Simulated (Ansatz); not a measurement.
Defect: Nb-vacancy pair (Nb on one host Ti site, one O site vacant) in rutile TiO2, charge state +3. The step: a nearby O atom hops onto the vacant site (Nb-vacancy distance between ideal sites 1.96 → 2.00 Å); the atom moves 2.64 Å along (-0.09, -0.47, 0.47) of the unit cell; the moving atom starts with neighbours Nb at 1.99; Ti at 1.98, Ti at 2.09 Å and ends with Nb at 1.95; Ti at 2.02, Ti at 2.06 Å. DFT values are from Ansatz (plane-wave PAW, 420 eV unless said) in a cell of 72 host sites, spin-restricted, static, with no finite-size correction. The charge state is imposed; whether it is stable for some Fermi level was not computed. Forms of the defect that were not tried may lie lower. The start lies 0.53 eV above the lowest site run (PBE). For the PBE band: the saddle point's order was not checked.

```
Level                                                                    Forward barrier (eV)  Cost of the band or of the saddle's single point
-----------------------------------------------------------------------  --------------------  ------------------------------------------------
CHGNet universal potential (has no charge state), its own band                           0.79                                                 -
PBE, one k-point at (0.250, 0.250, 0.250), band relaxed                                  0.90                   around 100 core-minutes (rough)
PBE, a 2×2×2 k-point mesh shifted by half a step, same geometries                        0.90                     very roughly 2.7 core-minutes
r2SCAN at 500 eV, one k-point at (0.250, 0.250, 0.250), same geometries                   [?]                          roughly 100 core-seconds
```

Task: Complete the blanks.

Result: 
- r2SCAN at 500 eV, one k-point at (0.250, 0.250, 0.250), same geometries, Forward barrier (eV): 0.98

Ansatz is a program for electronic structure.
